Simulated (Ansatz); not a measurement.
## CdSe: stress against strain

CdSe (wurtzite, P6_3mc, 29.754 Å³/atom at rest, c along z) under a strain ε along c (axis z), the other axes held. PBE in Ansatz, a plane-wave DFT program (PAW, default set), 420 eV, 9×9×5 Γ-centred mesh, Fermi-Dirac smearing 0.05 eV; ions are relaxed within the symmetry of each cell. Stress is positive for a compressed cell.

Here s stands for strain and y for stress zz.

```csv
strain (%),stress zz (GPa)
-1.20,0.89
-0.60,0.45
0.00,0.00
0.60,-0.43
1.20,-0.85
3.00,?
```

Question: Fit y against s with a straight line, and predict the withheld value at s = 3.00.

Answer: Means: s 0, y 0.012. About the means, the sum of products is -2.6160 and the sum of squares of s is 3.6000; the slope is their ratio. Least squares gives y = 0.012 - 0.7267·s. Residuals (row less fit): 0.006, 0.002, -0.012, -0.006, 0.010; standard error 0.010 (degrees of freedom: 3). The slope gives the elastic constant C33 = 73 ± 0.5 GPa. At the withheld row, y = 0.012 - 0.7267 × 3.0 = -2.168 GPa. The calculation gives -2.11 GPa, 0.058 GPa above the prediction (1.9 % of the range of y in the table). The row lies outside the fitted rows, so this is an extrapolation. From the scatter of the fitted rows alone, a prediction at this place has a standard error of 0.020 GPa, so the miss is 2.9 times that.

One order more, fitted to all 11 runs of the series, follows each within 0.01, so the miss is the next term of a smooth law. Rows are the converged runs of the series near zero and its far end; series whose fitted rows scatter by over a few per cent of the range, as at a crossing or softening among them, aren't shown in this form. Most that stay on the fit to the last digits aren't either.
